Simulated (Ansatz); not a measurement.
**Several settings converged on Cu3Pd (P4mm, 4 atoms in the cell)**

```xyz
4
Lattice="3.6829 0.0000 0.0000 0.0000 3.6829 0.0000 0.0000 0.0000 3.6829" Properties=species:S:1:pos:R:3 pbc="T T T"
Cu     0.0500     1.8415     1.8415
Cu     1.8415     0.0000     1.8415
Cu     1.8415     1.8415     0.0000
Pd     0.0000     0.0000     0.0000
```

Base method: LDA (PW92), default PAW files made with PBE (plane waves; Ansatz, an electronic-structure program).

Base settings: basis.ecutwfc = 30.9 Ry; kpoints.mp_grid.grid = 9 9 9; hamiltonian.xc = lda; hamiltonian.pseudopotentials = {kind: paw} (the program's default PAW files); scf.occupations.method = fermi_dirac; scf.occupations.width = 0.0073 Ry.

**The width of Fermi-Dirac smearing**

In this ladder: kpoints.mp_grid.grid = 15 15 15.

Narrow widths need finer meshes than wide ones, so the last steps can hold mesh noise.

Only quantities that move along the ladder and can be compared are tabulated; pressure and forces are left out, as mesh noise rules them at narrow widths.

| scf.occupations.width | free energy less the last step's (meV/atom) | energy extrapolated to zero width less the last step's (meV/atom) |
|---|---|---|
| 0.0735 Ry | -930.58 | 64.16 |
| 0.0367 Ry | -197.42 | 28.04 |
| 0.022 Ry | -60.43 | 7.59 |
| 0.0147 Ry | -24.04 | 1.41 |
| 0.0073 Ry | -4.69 | -0.31 |
| 0.0037 Ry | 0.00 | 0.00 |

Widest scf.occupations.width that holds the energy extrapolated to zero width within 2 meV/atom of the last step, with all finer ones: 0.0147 Ry; the step before is off by 7.6 meV/atom.

Widest scf.occupations.width that holds the free energy within 2 meV/atom: not settled: the last two steps still differ by 4.7 meV/atom, over half the tolerance, so the ladder does not show it.

The extrapolation to zero width removes most of the smearing's effect on the energy.

**The width of Methfessel-Paxton smearing**

In this ladder: kpoints.mp_grid.grid = 15 15 15; scf.occupations.method = methfessel_paxton.

Narrow widths need finer meshes than wide ones, so the last steps can hold mesh noise.

Only quantities that move along the ladder and can be compared are tabulated; pressure and forces are left out, as mesh noise rules them at narrow widths.

| scf.occupations.width | free energy less the last step's (meV/atom) |
|---|---|
| 0.0367 Ry | 1.55 |
| 0.022 Ry | -0.54 |
| 0.0147 Ry | -0.27 |
| 0.0073 Ry | 0.01 |
| 0.0037 Ry | 0.00 |

Widest scf.occupations.width that holds the free energy within 0.5 meV/atom of the last step, with all finer ones: 0.0147 Ry; the step before is off by 0.54 meV/atom.

On the base run: the starting cell comes from a database of computed structures (which also holds hypothetical and non-ambient phases and stackings), without a prior relaxation at this level. Its lattice was rescaled by up to half a per cent. One atom was moved a little off its site on purpose. Spin polarisation is off. In the base run, with a pressure of about -10 GPa the cell is away from its equilibrium volume at this level. Ansatz's pressure includes its estimate of the finite-basis (Pulay) stress.

Left out of this page: 4 runs of the series outside the window shown, repeating another row's setting, or not comparable; 1 run of the series unsound by tests on forces, stress, charge or solver warnings.

Keys are those of Ansatz 0.2.
